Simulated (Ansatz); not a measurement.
Er₅Si₃ (P6₃/mcm, No. 193; cell taken from a computed entry), treated with r²SCAN-D4 in Ansatz (plane waves, PAW).

Numerical settings: plane-wave cutoff 500 eV, 6×6×6 k mesh, Fermi–Dirac smearing 0.05 eV, spin-polarised start, scalar-relativistic PAW data made under PBE.

Computed at the level's own relaxed cell.

Q: Estimate the equilibrium volume per atom, lattice constant a and c axis length that the calculation returns.

A: 
equilibrium volume per atom: 23.53 Å³/atom
lattice constant a: 8.319 Å
c axis length: 6.283 Å

Note: the magnetic order was assumed, not searched for or taken from measurement; the relaxation could not lower the start's symmetry, so the cell can be a saddle point above a distorted one; the 4f shell is treated without U or exact exchange, so its levels and filling can be wrong.

Spin–orbit coupling is not included.

Computed values are for the static lattice.

Ansatz is a quantum-chemistry and plane-wave program.
